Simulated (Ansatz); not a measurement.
**What isotropic strain −3.36 % does to NbZn3Ga3**

The reference is NbZn₃Ga₃ (space group R-3m, No. 166; a = 5.388 Å, c = 13.757 Å (hexagonal axes); a cell from a computed database, its experimental status unchecked).

It is then changed as follows: every lattice vector is shortened by 3.36 %; the atoms relax in the strained cell.

Level of theory: Kohn–Sham DFT with the PBEsol functional, run in Ansatz (a program for electronic structure) with PAW and 420 eV plane waves, no spin-orbit coupling. Γ-centred 11×11×11 mesh, Fermi–Dirac width 0.05 eV.

The volume per atom shrinks by 1.605 Å³, from 16.47 Å³ to 14.86 Å³ and the space group stays R-3m (No. 166). The shortest interatomic distance shrinks by 0.091 Å (2.694 Å → 2.603 Å) and the energy rises by 63 meV/atom. The pressure (mean of the normal stresses, compression positive) goes from zero to 13.9 GPa and the band gap is still zero.

Final structure:

```
NbZn3Ga3
1.0
    2.60344     1.50309     4.43172
   -2.60344     1.50309     4.43172
    0.00000    -3.00619     4.43172
Nb Zn Ga
1 3 3
Direct
  0.00000   0.00000   0.00000
  0.50000   0.00000   0.00000
  0.00000   0.50000   0.00000
  0.00000   0.00000   0.50000
  0.00000   0.50000   0.50000
  0.50000   0.00000   0.50000
  0.50000   0.50000   0.00000
```

No phonon test of stability was made. All final runs are without spin polarisation. NbZn3Ga3 has a high density of states at the Fermi level and may be magnetic at this level.
